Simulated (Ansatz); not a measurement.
Base system: Ti$_{3}$Al (space group P6_3/mmc, No. 194; a = 5.7553 Å, c = 4.6546 Å).

The values are results of PBE/PAW in Ansatz (a first-principles code), no spin-orbit coupling, earlier PAW set, not measurements.

One change was made to it. Results:

The shortest interatomic distance drops by 0.105 Å to 2.719 Å; the c/a ratio increases by 0.004 (0.809 → 0.813).

Q: Which change produced these results?
A) pressure 7 GPa
B) pressure 15 GPa
C) pressure 100 GPa

A: B, pressure 15 GPa. For comparison, the shortest interatomic distance in the other runs: pressure 100 GPa gives 2.443 Å; pressure 7 GPa gives 2.770 Å.

Load acts through the strain it causes; cell and atoms are relaxed under it. Stability against distortions was not tested. No other phases were tried under pressure. The final runs are not spin-polarised.
